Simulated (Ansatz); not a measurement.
Defect migration in silicon: N-vacancy pair (N on one host Si site, one Si site vacant), charge state -1. All values below come from PBE, PAW (plane waves to 420 eV; Ansatz, a program for electronic structure).

216-site cell at the relaxed PBE lattice, one k-point at (0.250, 0.250, 0.250), smearing 0.01 eV, spin-restricted, no finite-size correction. Energies are static. The charge state is imposed; whether it is stable for some Fermi level was not computed. Forms of the defect that were not tried may lie lower.

Barriers: single points on a 2×2×2 k-point mesh shifted by half a step at the bands' geometries (they differ from the bands' own by up to 0.09 eV, and are uncertain by about as much).

The step: a nearby Si atom hops onto the vacant site (N-vacancy distance between ideal sites 2.37 → 3.87 Å) (strongly reconstructed ends). Atoms about the jump, Cartesian Å from the middle of the jump, before and after:

```tsv
atom	x0	y0	z0	x1	y1	z1
Si1	-0.19	0.86	0.89	0.19	-0.86	-0.89
N2	-0.79	-2.25	-1.91	-0.12	-2.59	-1.41
Si3	1.99	0.50	-0.98	2.07	0.62	-1.65
Si4	2.33	-1.65	0.88	1.99	-1.78	0.99
Si5	-1.69	-3.15	-0.57	-1.47	-3.26	-0.39
Si6	-1.69	-0.90	-2.79	-1.70	-0.39	-2.76
Si7	0.56	-3.15	-2.79	0.81	-3.36	-2.73
Si8	-1.65	-0.48	2.33	-1.45	-0.19	2.43
Si9	-1.81	2.18	-0.18	-1.76	2.02	-0.13
Si10	-3.05	-1.89	1.01	-2.81	-1.72	1.02
Si11	0.98	-3.11	2.32	0.92	-3.25	2.50
Si12	0.93	1.99	-2.71	0.91	2.21	-2.98
Si13	0.90	2.20	2.51	0.58	1.85	2.55
```

### Question
Predict the transition state.

### Answer

```csv
atom,x,y,z
Si1,0.40,-0.80,-0.45
N2,-0.34,-2.22,-1.57
Si3,2.08,0.65,-1.56
Si4,2.11,-1.85,1.03
Si5,-1.53,-3.12,-0.42
Si6,-1.79,-0.57,-2.87
Si7,0.74,-3.22,-2.74
Si8,-1.42,-0.24,2.43
Si9,-1.68,2.06,-0.07
Si10,-2.86,-1.72,1.07
Si11,0.94,-3.28,2.51
Si12,0.89,2.17,-2.93
Si13,0.54,1.85,2.49
```
It lies 1.79 eV above the start and 0.10 eV above the end. The check of the saddle point's order was inconclusive.
